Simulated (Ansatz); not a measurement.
## A computed series for InSb: response to strain

Start from InSb in the zinc blende structure (space group F-43m, No. 216; a = 6.556 Å).

Strains are applied to the cell and any free atomic positions relax.

Method: Ansatz (a quantum-chemistry and plane-wave program), r2SCAN, PAW, cutoff 500 eV, no spin-orbit coupling.

```csv
isotropic strain (%),pressure (GPa)
0,0.0
0.5,?
1,-1.2
1.5,-1.7
2,-2.2
2.5,-2.7
3,-3.1
```

Q: Fit P = P₀ − Bδ + Cδ² with δ = (1 + ε)³ − 1 to the rows shown and predict the withheld row.

A: Least squares on the printed values gives P₀ = 0.0 GPa, B = 41.4 GPa, C = 85.4 GPa (largest residual 0.0 GPa); this predicts -0.6 GPa, and the run gives -0.6 GPa, in agreement.

No phonon test of stability was made. The final runs are not spin-polarised.
